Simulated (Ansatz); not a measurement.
# Competing hops of O vacancy in corundum, charge state +2

Defect migration in corundum: O vacancy, charge state +2. These are PBE, PAW (plane waves to 420 eV; Ansatz, a quantum-chemistry and plane-wave program) values and carry that method's errors.

120-site cell at the relaxed PBE lattice, the Γ point alone, smearing 0.01 eV, spin-restricted, no finite-size correction. Energies are static. The charge state is imposed; whether it is stable for some Fermi level was not computed. Forms of the defect that were not tried may lie lower.

Barriers: single points on a 2×2×2 k-point mesh shifted by half a step along c at the bands' geometries.

```csv
Route,Start site over the lowest site run (eV),Hop (Å),Forward barrier (eV),Backward barrier (eV),Neighbours at the start,Neighbours at the saddle,Saddle order,"Forward, on the band's own sampling (eV)"
a nearby O atom hops onto the vacant site,0.00,2.32,0.89,0.89,"Al at 1.89, Al at 1.95, Al at 1.99, Al at 2.00; O at 2.43 Å","2 Al at 1.82, 2 Al at 2.16 Å","not checked, on a symmetry element",0.88
a nearby O atom hops onto the vacant site,0.00,2.53,1.73,1.73,"Al at 1.86, Al at 1.94, Al at 1.96, Al at 2.07 Å",2 Al at 1.68 Å,"not checked, on a symmetry element",1.69
a nearby O atom hops onto the vacant site,0.00,2.58,1.79,1.79,"Al at 1.88, Al at 1.90, Al at 1.92, Al at 2.06 Å","Al at 1.78, Al at 2.13 Å",not checked,1.77
a nearby O atom hops onto the vacant site,0.00,2.88,2.64,2.64,"Al at 1.83, Al at 1.87, Al at 2.00, Al at 2.05 Å","Al at 1.71, Al at 2.06 Å",not checked,2.63
```

Paths come from CI-NEB runs. Of the routes that converged and passed our checks, the lowest saddle point lies 0.89 eV above the lowest of the sites run (a nearby O atom hops onto the vacant site); other sites, such as split forms, and other routes may lie lower. A band can be held on a symmetry element, so unchecked saddle points there may be too high.
